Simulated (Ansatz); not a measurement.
Take TiC in the rock salt structure (space group Fm-3m, No. 225; a = 4.293 Å; relaxed with 0.1 eV smearing) as the base. Axes: x, y, z lie along the cube axes.

Now apply this change: the cell is compressed by 1.27 % along y with no lateral relaxation, atoms relaxed at fixed cell.

Levels (all Ansatz, a program for electronic structure, PAW): PBEsol (420 eV, spin-orbit coupling left out); r2SCAN (500 eV, no spin-orbit coupling).

The geometry is relaxed with PBEsol.

- PBEsol pressure: 3.6 GPa

Q: Predict the pressure from r2SCAN.

A: The pressure goes up by 6.9 GPa to 10.5 GPa.

Single points use the geometry relaxed with PBEsol. Their cutoffs differ, which shifts pressures a little. The cells carry an imposed strain or load. Whether these cells are dynamically stable was not tested. All final runs are without spin polarisation.
